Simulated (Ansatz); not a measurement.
## Response to strain in hypothetical P-3m1 Ba3As2

Consider Ba₃As₂ (space group P-3m1, No. 164; a = 5.583 Å, c = 7.076 Å; a hypothetical phase, not in the database extracts checked). Axes: x lies along a and z along c of the hexagonal cell.

Strains are applied to the cell and any free atomic positions relax; under biaxial strain the out-of-plane vector relaxes too; under stress the whole cell relaxes.

Level of theory: r2SCAN (Ansatz, an electronic-structure program), scalar-relativistic without spin-orbit coupling.

Notes on the quantities. energy relative to the base: free energy F.

```json
[
 {"case": "base", "energy relative to the base": "0 meV/atom", "gap character": "indirect, Γ → K", "shortest interatomic distance": "3.283 Å", "band gap": "0.59 eV"},
 {"case": "biaxial strain −0.79 %, plane normal [001], relaxed out of plane", "energy relative to the base": "–", "gap character": "indirect, Γ → K", "shortest interatomic distance": "3.263 Å", "band gap": "0.68 eV"},
 {"case": "isotropic strain −5.24 %", "energy relative to the base": "+115 meV/atom", "gap character": "indirect, H → K", "shortest interatomic distance": "3.118 Å", "band gap": "0.29 eV"},
 {"case": "uniaxial strain ε_xx = +2.72 %", "energy relative to the base": "+4.6 meV/atom", "gap character": "indirect, Γ → C", "shortest interatomic distance": "3.304 Å", "band gap": "0.58 eV"},
 {"case": "uniaxial strain ε_yy = +0.46 %", "energy relative to the base": "+0.1 meV/atom", "gap character": "indirect, Γ → C₂", "shortest interatomic distance": "3.288 Å", "band gap": "0.59 eV"},
 {"case": "uniaxial strain ε_zz = +4.57 %", "energy relative to the base": "+6.9 meV/atom", "gap character": "indirect, Γ → K", "shortest interatomic distance": "3.296 Å", "band gap": "0.86 eV"},
 {"case": "uniaxial stress, 5 GPa compression along z", "energy relative to the base": "+41 meV/atom", "gap character": "–", "shortest interatomic distance": "3.198 Å", "band gap": "zero"},
 {"case": "tensor shear ε_yz = +3.99 %", "energy relative to the base": "+16 meV/atom", "gap character": "indirect, Γ → C", "shortest interatomic distance": "3.263 Å", "band gap": "0.56 eV"}
]
```

A case with no gap was solved on a k-mesh chosen for an insulator, which is coarse for it. Beyond what the load breaks, stability against distortions was not tested. All final runs are without spin polarisation. The zero or small gap of Ba3As2 under isotropic strain −5.24 % and Ba3As2 under uniaxial stress, 5 GPa compression along z can change with the level of theory. k-point labels follow each cell's own Brillouin zone.
